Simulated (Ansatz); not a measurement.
Take ScCuO2 (space group P6_3/mmc, No. 194; a = 3.203 Å, c = 11.284 Å) as the base.

Calculations: PBEsol (Ansatz, a quantum-chemistry and plane-wave program), scalar-relativistic without spin-orbit coupling.

For the base:

The pressure is 0.00 GPa and the width of the top valence band is 0.60 eV.

One thing is altered: every lattice vector is shortened by 1.70 %; the atoms relax in the strained cell.

Question: How does this affect the pressure?

Answer: The pressure (mean of the normal stresses, compression positive) goes from zero to 9.00 GPa.

Question: What happens to the width of the top valence band?

Answer: The width of the top valence band increases by 0.05 eV (0.60 eV → 0.65 eV).

The levels and masses belong to the bands next to the band gap. Stability against distortions was not tested. No Hubbard U is applied. The final runs are not spin-polarised.
